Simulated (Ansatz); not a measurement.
Base system: Ge in the diamond structure (space group Fd-3m, No. 227; a = 5.676 Å).

One thing is altered: the cell is scaled by 0.9700 in all directions, atoms relaxed at fixed cell.

Method: PBEsol (Ansatz, a quantum-chemistry and plane-wave program, PAW, spin-orbit coupling left out).

Give the band edges at the high-symmetry points of the new zone, measured from its valence-band maximum.


```tsv
point	valence edge (eV)	conduction edge (eV)
Γ	0.00	0.75
X	-3.39	0.54
U	-2.90	1.01
K	-2.90	1.01
L	-1.54	0.38
W	-4.35	4.61
```

The gap is 0.35 eV, indirect, Γ → Γ–X (80 % along).

The cells carry an imposed strain or load. Stability against distortions was not tested.
